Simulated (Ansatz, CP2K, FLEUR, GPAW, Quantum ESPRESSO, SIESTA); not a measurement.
# One structure in several programs: HfAl5Ni2 (I4/mmm, 8 atoms in the cell)

Self-consistent single point, at a second geometry (lattice scaled by 0.98). First geometry:

```xyz
8
Lattice="-1.9901 1.9901 7.1993 1.9901 -1.9901 7.1993 1.9901 1.9901 -7.1993" Properties=species:S:1:pos:R:3 pbc="T T T"
Hf     0.0000     0.0000     0.0000
Al     0.0000     1.9901     2.1222
Al     1.9901     0.0000     5.0771
Al     1.9901     0.0000     2.1222
Al     0.0000     1.9901     5.0771
Al     0.0000     0.0000     7.1993
Ni     0.0000     0.0000     3.4568
Ni     0.0000     0.0000    10.9417
```

Shared settings, as Ansatz (a quantum-chemistry and plane-wave program) writes them: kpoints.mp_grid.grid = 7 7 7; scf.occupations.method = fermi_dirac; scf.occupations.width = 0.0073 Ry. Potentials and cutoffs stand in the table.

```
code                                                                                                                                 model  ΔF from the first geometry (meV/atom)  pressure (GPa)  largest force (eV/Å)           cutoff
----------------  ------------------------------------------------------------------------------------------------------------------------  -------------------------------------  --------------  --------------------  ---------------
CP2K                                                  LDA (Pade form), GPW, DZVP-MOLOPT-SR-GTH basis, GTH-PADE potentials (GTH_POTENTIALS)                                  -32.9           -2.03                 0.420      grid 600 Ry
GPAW                                                                         LDA (Perdew-Wang 92), GPAW PAW datasets LDA (gpaw-data 1.0.1)                                    3.3            5.40                 0.100           800 eV
Quantum ESPRESSO                                                                            LDA (PZ), PSlibrary PAW (LDA) pseudopotentials                                    0.3            4.59                 0.100            55 Ry
SIESTA            LDA PW92, numerical atomic orbitals DZP, PseudoDojo LDA standard norm-conserving potentials (rewritten from UPF to PSML)                                   -6.9            3.26                 0.135      grid 400 Ry
Ansatz                                                                                                 LDA (PW92), PAW files made with PBE                                   -0.8            4.43                 0.083          30.9 Ry
FLEUR                                                         LDA (Perdew-Zunger), all-electron FLAPW (FLEUR), scalar-relativistic valence                                    1.9               –                 0.116  Kmax 3.9 1/bohr
```

Size of the force on each atom (eV/Å): Sizes of forces hide their directions.

| code | Hf1 | Al2 | Al3 | Al4 | Al5 | Al6 | Ni7 | Ni8 |
|---|---|---|---|---|---|---|---|---|
| CP2K | 0.000 | 0.420 | 0.420 | 0.420 | 0.420 | 0.000 | 0.024 | 0.024 |
| GPAW | 0.000 | 0.100 | 0.100 | 0.100 | 0.100 | 0.000 | 0.056 | 0.056 |
| Quantum ESPRESSO | 0.000 | 0.100 | 0.100 | 0.100 | 0.100 | 0.000 | 0.062 | 0.062 |
| SIESTA | 0.000 | 0.135 | 0.135 | 0.135 | 0.135 | 0.000 | 0.082 | 0.082 |
| Ansatz | 0.000 | 0.083 | 0.083 | 0.083 | 0.083 | 0.000 | 0.058 | 0.058 |
| FLEUR | 0.000 | 0.116 | 0.116 | 0.116 | 0.116 | 0.000 | 0.101 | 0.101 |

A dash marks a value that a program does not give, or that is left out as unsure.

On Ansatz's run: spin-orbit coupling is off. Spin polarisation is off.

The spread over the programs that give each value: ΔF from the first geometry within 36.2 meV/atom; pressure within 7.43 GPa; largest force within 0.337 eV/Å.

CP2K and SIESTA use small atom-centred bases, whose incompleteness enters pressures, forces and empty levels differently from a plane-wave cutoff. FLEUR treats all electrons, but the usual bases taken here (sphere radii, linearisation, local orbitals, empty states) were not tested for convergence, so the values are no reference for the others. Ansatz's pressure is given at a fixed set of plane waves, as the other plane-wave codes print theirs; with its correction for the finite basis it is 4.47 GPa. The same LDA comes in different parametrisations, which differ slightly. In the pressure, CP2K (by 6.62) and SIESTA (by 1.33) lie more than 1 GPa from the median of the plane-wave programs. In the force vectors, CP2K (by 0.320) lies more than 0.08 eV/Å from the median of the plane-wave programs.

The starting cell comes from a database of computed structures (which also holds hypothetical and non-ambient phases and stackings), without a prior relaxation at this level. For this run, on top of that: lattice scaled by 0.98.

Keys are those of Ansatz 0.2.
